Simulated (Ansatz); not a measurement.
Start from ZrS$_{2}$ in the CdI2 type structure (space group P-3m1, No. 164; layered, stacked along the Cartesian z axis).

```xyz
3
Lattice="3.6348 0.0000 0.0000 -1.8174 3.1478 0.0000 0.0000 0.0000 5.7197" Properties=species:S:1:pos:R:3 pbc="T T T"
Zr     0.0000     0.0000     0.0000
S      0.0000     2.0986     1.4604
S      1.8174     1.0493     4.2592
```

Method: PBE-D3(BJ), PAW, 420 eV (Ansatz, a quantum-chemistry and plane-wave program; without spin-orbit coupling).

Base values:

| Quantity | Value |
|---|---|
| Band gap | 0.66 eV |
| Shortest interatomic distance | 2.557 Å |
| Gap character | indirect, Γ → L |

Modification: a negative pressure, −1 GPa.

Task: How does this affect the band gap, shortest interatomic distance and gap character?

Result: The band gap grows by 0.17 eV, from 0.66 eV to 0.83 eV; the shortest interatomic distance increases by 0.007 Å, from 2.557 Å to 2.564 Å; the gap character goes from indirect, Γ → L to indirect, K–Γ (87 % along) → L.

Load acts through the strain it causes; cell and atoms are relaxed under it. Whether these cells are dynamically stable was not tested.
